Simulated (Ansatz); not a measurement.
The reference is BAs in the zinc blende structure (space group F-43m, No. 216).

```xyz
2
Lattice="0.0000 2.3920 2.3920 2.3920 0.0000 2.3920 2.3920 2.3920 0.0000" Properties=species:S:1:pos:R:3 pbc="T T T"
As     1.1960     1.1960     1.1960
B      0.0000     0.0000     0.0000
```

All numbers come from r2SCAN/PAW in Ansatz (a first-principles code), without spin-orbit coupling.

Base values:

```
Item                                         Result
-------------------  ------------------------------
Band gap                                    1.38 eV
Lattice parameter a                        478.4 pm
Gap character        indirect, Γ → Γ–X (76 % along)
```

Modification: cell and atoms relaxed at a pressure of 0.3 GPa.

Problem. What happens to the band gap, lattice parameter a and gap character?

Solution. The band gap remains 1.38 eV; the lattice parameter a drops by 0.34 pm, from 478.4 pm to 478.0 pm; the gap character remains indirect, Γ → Γ–X (76 % along).

Load acts through the strain it causes; cell and atoms are relaxed under it. Stability against distortions was not tested.
